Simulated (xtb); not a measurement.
xtb 6.7.1, GFN1-xTB: c1csc(-c2cc3cc4sc(-c5scc6c5OCCO6)cc4cc3s2)c1, 38 atoms. The geometry is a generated start, not checked to be a minimum at this level.

- run flags: --grad
- method: GFN1-xTB
- --acc: 1 (default)
- --etemp (K): 300 (default)
- basis functions: 152
- valence electrons: 128

One run each on 1 thread. Values of broydamp tried: 0.02, 0.05, 0.1, 0.2, 0.4 (default), 0.6, 0.8, 1.

Task: Predict the course of the SCC iterations along this series.

Result: Fewest SCC iterations, within one of each other: 0.2 with 12, 0.4 (default) with 12, 0.6 with 12. The count rises to 18 at 0.02. All converge to one solution.

```
broydamp       SCC iterations            end
-------------  --------------  -------------
0.02                       18  same solution
0.05                       16  same solution
0.1                        14  same solution
0.2                        12  same solution
0.4 (default)              12  same solution
0.6                        12  same solution
0.8                        14  same solution
1                          15  same solution
```
